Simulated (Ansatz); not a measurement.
The reference is ZnS in the zinc blende structure (space group F-43m, No. 216; a = 5.443 Å).

Computed with PBE (Ansatz, a first-principles code, PAW, scalar-relativistic without spin-orbit coupling), earlier PAW set.

```json
[
 {"level": "PBE", "band gap": "2.01 eV", "lattice parameter a": "5.443 Å"}
]
```

### Question
From these computed values, estimate the measured ones, and say how each level misses.

### Answer
Measured: band gap 3.94 eV (static lattice; corrected from measurement; as listed in Wei Chen et al., Physical Review Materials (2018)); lattice parameter a 5.41 Å (room temperature; as listed in Martin Albrecht, Beate Paulus, Hermann Stoll, Phys. Rev. B (1997)). Computed minus measured — band gap: PBE -1.93 eV; lattice parameter a: PBE +0.6 %. Measured values not marked as corrected hold thermal and zero-point effects that the static-lattice runs lack. A measured gap can be an optical one, lowered by exciton binding.

Stability against distortions was not tested.
